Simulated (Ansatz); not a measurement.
Structure of amorphous Hf₁₈O₃₆Ta (periodic cell):

```
Hf18TaO36
1.0
    8.96846     0.00000     0.00000
    0.00000     8.96846     0.00000
    0.00000     0.00000     8.96846
Hf O Ta
18 36 1
Cartesian
  7.11373   2.46100   8.05249
  2.32825   6.54333   0.35493
  1.28218   6.81577   5.36590
  8.76338   4.91008   2.21533
  3.97635   5.36016   6.74843
  8.58240   7.88035   8.03922
  4.83076   2.35527   5.32895
  0.45110   1.69804   1.23550
  3.38146   4.51982   3.21489
  5.62785   6.44651   0.56369
  6.95507   5.42358   5.69772
  4.62328   8.95680   7.58580
  3.69067   2.91486   0.09499
  5.71381   1.35728   2.24142
  7.78811   7.95279   3.05593
  8.37034   2.53073   4.63292
  4.60140   7.65475   4.01874
  2.12281   1.00934   4.15000
  5.11624   4.55034   5.03100
  4.02124   7.70972   0.20604
  1.70723   2.62707   8.78227
  6.57466   7.92612   8.45883
  6.02363   1.23496   6.62698
  5.76778   8.28540   2.33899
  3.12267   2.84306   4.29952
  4.41321   0.74172   3.79981
  7.14812   6.11460   1.85702
  1.04754   2.09750   5.73695
  0.29761   6.63239   3.50903
  4.35894   6.18778   2.59556
  3.38555   0.91563   6.09325
  4.43272   3.13155   2.01309
  2.65816   5.39381   4.97316
  6.46771   2.18051   3.93177
  8.55407   1.12038   8.11946
  1.89436   5.03083   1.89081
  7.96374   4.53415   4.12900
  8.88343   0.45888   4.05281
  8.49131   6.44017   6.51437
  6.61213   7.19391   4.54647
  7.99287   3.42241   0.71226
  7.53712   3.47135   6.38708
  0.98082   8.48392   6.53419
  5.95704   5.45997   7.59723
  2.54962   7.97242   4.24277
  4.15621   3.30658   7.10705
  0.43758   2.96710   2.89911
  7.69458   0.70985   1.74163
  3.87300   5.08002   0.02560
  5.42128   1.66079   0.14352
  2.15058   6.15202   7.37608
  2.06894   1.01249   2.16307
  4.50037   7.33388   6.16215
  0.29234   6.64284   0.49957
  1.81545   1.11157   7.40666
```

Methods: PBE, scalar-relativistic without spin-orbit coupling (Ansatz, an electronic-structure program); r2SCAN, scalar-relativistic without spin-orbit coupling (Ansatz); HSE06, scalar-relativistic without spin-orbit coupling (Ansatz). Neutral PBE cell, which sets geometry, pressure and energy: sampling: a 2×2×2 Γ-centred mesh; Fermi-Dirac width 0.02 eV; collinear spin, started from a total moment of 1 μB. The usual formal charges leave 5 electrons over, so the level spacing at the Fermi energy parts defect or band states and needn't be the band gap. In the spin-polarised cell the level spacing at the Fermi energy can part levels of unlike spin. Exact exchange is cut at the faces of this 9 Å cell, which leaves hybrid gaps a finite-size error.

The cell was made by melting and quenching with the CHGNet potential and then relaxed with DFT. O atoms were pushed apart under 1.9 Å during the dynamics, to hinder bonds among them. The hot cell started wider than the set density and was brought back towards it in steps. It is the lowest in DFT energy of 2 quenches. It is a model cell: composition and starting density were chosen by hand, and all elements were melted together. No dispersion term was used. The simulated quench is rapid and tends to freeze in more defects than a deposited or slowly cooled glass has. Values belong to this one cell and scatter from quench to quench. The volume was free in the relaxation, at fixed shape.

**Question.** Give the pressure, the energy against reference phases and the spacing of the highest filled and lowest empty levels.

**Answer.** 
| Item | Value |
|---|---|
| Pressure on a 2×2×2 Γ-centred mesh | 0.07 GPa |
| Largest force and stress component on that mesh (the relaxation ran on the zone centre alone) | 0.23 eV/Å and 2.2 GPa |
| Energy relative to HfO2 (P2_1/c) + bcc Ta (lowest mix at this level among the phases computed, not always the ambient ones) | 0.248 eV/atom |
| Level spacing at the Fermi energy on a 2×2×2 Γ-centred mesh (PBE) | 0.39 eV |
| Level spacing at the Fermi energy at the zone centre (PBE) | 0.57 eV |
| Level spacing at the Fermi energy at the zone centre (r2SCAN) | 0.92 eV |
| Level spacing at the Fermi energy at the zone centre (HSE06) | 1.53 eV |
| Distance between the nearest levels spread over more than a fifth of the atoms or a third of the atoms of their main element (six at least) (PBE, zone centre) | 0.57 eV |
| Net moment | 1.00 μB |

**Question.** At PBE and the zone centre, how localised are the states just below and above the Fermi level (participation number: the atoms over which a state spreads)?

**Answer.** The highest filled state is spread over 6.1 atoms' worth, largest on Ta55, with weights by element (charge in smoothed Voronoi cells) Ta 0.36, O 0.34, Hf 0.29. The lowest empty state is spread over 13.2 atoms' worth, largest on Ta55, with weights by element (charge in smoothed Voronoi cells) Hf 0.45, O 0.34, Ta 0.21.

Cut-offs for bonds: Hf-Hf 3.34 Å, Hf-O 2.66 Å, Hf-Ta 3.23 Å, O-O 1.58 Å, O-Ta 2.60 Å, Ta-Ta 3.12 Å. Two cations that share two anions don't count as bonded, nor two that share one unless they lie closer than Hf-Hf 3.25 Å, Hf-Ta 3.15 Å, Ta-Ta 3.04 Å.

Added carriers, by PBE, scalar-relativistic without spin-orbit coupling run with Ansatz on the zone centre alone. Charged cells keep the cell fixed and stand in a uniform background, with no image correction, at a width of 0.01 eV; where the count is odd the moment is locked at 1 μB, unless the neutral cell bore moments. Each starts from the undistorted neutral geometry alone. PBE's self-interaction favours spread-out carriers, so it can miss traps that a hybrid finds.

**Question.** What happens at PBE when the cell takes an extra electron and the atoms relax?

**Answer.** Relaxation lowers the charged cell by 0.15 eV. The largest moves are Ta55 0.08 Å, O20 0.07 Å, Hf12 0.06 Å, Hf2 0.05 Å. No bond crosses its cut-off with a change of over 0.15 Å (metal-metal contacts aside). Made neutral again at that geometry, the cell lies +0.17 eV from the neutral start.

**Question.** What happens at PBE when the cell takes a hole and the atoms relax?

**Answer.** Relaxation lowers the charged cell by 0.33 eV. The largest moves are O43 0.15 Å, Ta55 0.10 Å, O20 0.09 Å, Hf12 0.09 Å. No bond crosses its cut-off with a change of over 0.15 Å (metal-metal contacts aside). Made neutral again at that geometry, the cell lies +0.29 eV from the neutral start.

A PBE run started with 1 μB on atoms that lack a bond or may hold spare charge kept moments, at no lower energy.
